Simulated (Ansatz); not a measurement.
Input and output of a self-consistent single point for RbBH4 (F-43m, 6 atoms in the cell) (Ansatz, a program for electronic structure).

Level of theory: LDA (PW92), PAW files made with PBE (plane waves; Ansatz).

```
RbBH4
1.0
    0.00000     3.45324     3.45324
    3.45324     0.00000     3.45324
    3.45324     3.45324     0.00000
Rb B H
1 1 4
Direct
  0.00000   0.00000   0.00000
  0.50000   0.50000   0.50000
  0.60242   0.60242   0.60242
  0.19274   0.60242   0.60242
  0.60242   0.60242   0.19274
  0.60242   0.19274   0.60242
```

Reference input (self-consistent single point, DFT, PBEsol, plane waves, PAW files made with PBE): kpoints.mp_grid.grid = 6 6 6; hamiltonian.xc = pbesol; hamiltonian.pseudopotentials = {kind: paw} (the program's default PAW files); scf.occupations.method = fixed. This run's input differs from it in these lines:

Ansatz 0.2 input:
```diff
@@ -17,3 +17,3 @@
 hamiltonian:
-  xc: pbesol
+  xc: lda
   pseudopotentials:
```

Log, with long lists cut:

```
SCF iter   1: F=—  HF=-3387.518716 eV  |F-HF|=—  |Δ(HF+E_count)|=         —  Δρ=7.16e-2  dr2=6.32e0  ethr=3.10e-3  ⟨swp⟩=4.2  Hψ=1197  notcnv=0  defer=62
all-band conjugate gradients solve this SCF's bands
preconditioner: auto → none
SCF iter   2: F=—  HF=-3385.389453 eV  |F-HF|=—  |Δ(HF+E_count)|=    2.13e0  Δρ=2.65e-2  dr2=4.95e-1  ethr=3.10e-3  ⟨swp⟩=3.3  Hψ=526  notcnv=0  defer=61
SCF iter   3: F=—  HF=-3385.244062 eV  |F-HF|=—  |Δ(HF+E_count)|=   1.45e-1  Δρ=8.87e-3  dr2=5.26e-2  ethr=3.09e-3  ⟨swp⟩=2.2  Hψ=395  notcnv=0  defer=38
   [... lines left out ...]
SCF iter   5: F=—  HF=-3385.229207 eV  |F-HF|=—  |Δ(HF+E_count)|=   1.40e-3  Δρ=4.56e-4  dr2=1.39e-4  ethr=4.63e-5  ⟨swp⟩=2.1  Hψ=279  notcnv=0  defer=62
SCF iter   6: F=—  HF=-3385.229224 eV  |F-HF|=—  |Δ(HF+E_count)|=   1.72e-5  Δρ=1.17e-4  dr2=1.22e-5  ethr=8.72e-7  ⟨swp⟩=2.4  Hψ=294  notcnv=0  defer=51
SCF iter   7: F=—  HF=-3385.229219 eV  |F-HF|=—  |Δ(HF+E_count)|=   5.50e-6  Δρ=1.82e-5  dr2=5.15e-7  ethr=7.65e-8  ⟨swp⟩=2.2  Hψ=274  notcnv=0  defer=31
SCF iter   8: F=-3385.229219 eV  HF=-3385.229219 eV  |F-HF|=4.42e-9  |Δ(HF+E_count)|=   1.47e-7  Δρ=2.54e-6  dr2=6.10e-9  ethr=6.25e-10  ⟨swp⟩=12.2  Hψ=1562  notcnv=0
SCF 1 converged in 8 iterations: F = -3385.229219 eV  dr2 = 6.10e-9
Free energy (F): -3385.229219 eV
Internal energy: -3385.229219 eV  (E = F + TS)
E sigma→0 (E₀):  -3385.229219 eV
Fermi energy:    -1.026225 eV
--- Forces (eV/Å), atoms counted from 1 ---
  atom   1  Rb     0.00000000     0.00000000    -0.00000000
  atom   2  B      0.00000000    -0.00000000    -0.00000000
  atom   3  H      0.10388784     0.10388784     0.10388784
  atom   4  H      0.10388784    -0.10388784    -0.10388784
  atom   5  H     -0.10388784    -0.10388784     0.10388784
  atom   6  H     -0.10388784     0.10388784    -0.10388784
--- Stress (GPa, compression-positive) ---
       -1.018115       0.000000      -0.000000
        0.000000      -1.018115       0.000000
       -0.000000       0.000000      -1.018115
  P = ⅓ Tr σ = -1.0181 GPa (-10.181 kbar)
  The stress holds the Pulay correction. Without it, at fixed plane waves, as pw.x and ABINIT print it: P = -1.0983 GPa
```

The run converged in 8 iterations. Against the reference run the pressure goes from 0.24 to -1.02 GPa, the largest force goes from 0.189 to 0.180 eV/Å and the gap on the mesh goes from 5.905 to 5.625 eV.

The starting cell comes from a database of computed structures (which also holds hypothetical and non-ambient phases and stackings), without a prior relaxation at this level. Ansatz's pressure includes its estimate of the finite-basis (Pulay) stress.
